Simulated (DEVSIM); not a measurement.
System: abrupt InP p-n junction, at 250 K.

Layer 1 from the left is InP, thickness (μm) 0.250, Na (cm⁻³) 1.1e16, τn (s) 3.8e-10, τp (s) 3.8e-10. Layer 2 from the left is InP, thickness (μm) 3.60, Nd (cm⁻³) 3.5e15, τn (s) 3.8e-10, τp (s) 3.8e-10.

Left contact: ohmic. Right contact: ohmic. Voltage is applied to the left contact. Recombination: SRH at mid-gap, radiative. Mobility is constant in doping.

Constants are typed, rounded textbook-type inputs, not results; the design itself was drawn at random and stands for no fabricated device. Values at 300 K; Nc and Nv go as T^1.5, mobilities as T to minus their exponent, the gap by Varshni's rule with the affinity fixed.

InP: gap (eV) 1.344, affinity (eV) 4.38, permittivity 12.5, Nc (cm⁻³) 5.7e17, Nv (cm⁻³) 1.1e19, μn (cm²/Vs) 5200, μp (cm²/Vs) 170, T exponent of μn 2, T exponent of μp 2, B (cm³/s) 1.2e-10, Varshni α (eV/K) 0.000363, Varshni β (K) 162.

Model (solved in DEVSIM): 1D drift-diffusion, Boltzmann statistics, complete ionisation; no tunnelling, impact ionisation, image-force lowering or self-heating.

What does the simulation give for the dark forward voltage at 1 A/cm², the dark forward voltage at 100 A/cm², the potential step across the device at zero bias?

dark forward voltage at 1 A/cm² 0.925 V; dark forward voltage at 100 A/cm² 1.041 V; potential step across the device at zero bias 1.113 V.
